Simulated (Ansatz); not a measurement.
Take ZnCu2SnS4 (space group I-4, No. 82; a = 5.374 Å, c = 10.754 Å) as the base. Axes: x, y, z lie along a, b, c of the conventional cell.

Computed with PBEsol in Ansatz (plane waves to 420 eV, PAW, no spin-orbit coupling), earlier PAW set.

For the base:

```
Quantity           Result
---------------  --------
Volume per atom  19.41 Å³
```

Now apply this change: uniaxial stress, 3 GPa tension along z, with the cell and atoms free to relax against it.

Task: How does this affect the volume per atom?

Result: The volume per atom increases by 0.22 Å³, from 19.41 Å³ to 19.63 Å³.

Task: Predict the new energy relative to the base.

Result: The energy rises by 9.0 meV/atom.

Load acts through the strain it causes; cell and atoms are relaxed under it. Stability under load was not tested beyond the relaxation. All final runs are without spin polarisation.

Ansatz is a first-principles code.
